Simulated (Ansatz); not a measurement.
Strongest site found for several adsorbates on fcc Ir (111).

These are PBE (plane waves to 420 eV, PAW; Ansatz, a first-principles code) values and carry that method's errors.

Counted are starts at which the adsorbate stayed whole and on top. Thin slabs; no dispersion, zero-point or thermal terms; negative values mean binding.

```
adsorbate, area an adsorbate            reference  bonded to  E_ads (eV)  shortest bond to the host (Å)
----------------------------  -------------------  ---------  ----------  -----------------------------
OH, 26 Å²                        H2O(g) − ½ H2(g)       2 Ir        0.61                              ?
CO, 6 Å²                                    CO(g)         Ir       -1.21                           1.85
CO, 26 Å²                                   CO(g)         Ir           ?                              ?
Sn, 26 Å²                     an atom of beta tin       3 Ir           ?                           2.73
```

Question: Fill in the missing entries.

Answer: 
- OH, 26 Å², shortest bond to the host (Å): 2.18
- CO, 26 Å², E_ads (eV): -1.94
- CO, 26 Å², shortest bond to the host (Å): 1.84
- Sn, 26 Å², E_ads (eV): -1.35
